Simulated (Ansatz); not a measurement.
System: LiF (model structure, started from the NiAs type, P6₃/mmc, No. 194, 4 atoms in the cell). Method: PBE0 in Ansatz (PAW).

Run with plane-wave cutoff 460 eV, 12×12×6 k mesh (along the axes of the cell as run), Fermi–Dirac smearing 0.01 eV, scalar-relativistic PAW data made under PBE.

The cell is the one relaxed with PBEsol. Conventional cell: a = 2.7865 Å, b = 2.7865 Å, c = 4.8101 Å, α = 90.00°, β = 90.00°, γ = 120.00°.

```
LiF
1.0
    2.78650     0.00000     0.00000
   -1.39325     2.41318     0.00000
    0.00000     0.00000     4.81014
Li F
2 2
Cartesian
  0.00000   0.00000   0.00000
  0.00000   0.00000   2.40507
  0.00000   1.60879   1.20254
  1.39325   0.80439   3.60761
```

Task: List the 10 lowest band energies at Γ above −25 eV (eV, relative to the valence band maximum), grouping those that round alike.

Result: At Γ: -21.71, -21.35, -2.82, -0.31, -0.18 (×2), 0.00 (×2), 12.16, 13.93.

Note: the run warned that its exchange threshold was loose for the stress; the relaxation could raise the start's symmetry but not lower it, so the cell can be a saddle point.

A model structure was made by putting elements into a prototype or built by hand; it is no filed structure, need not be a known phase, and can be a saddle point held by its symmetry.

Ansatz is a quantum-chemistry and plane-wave program.
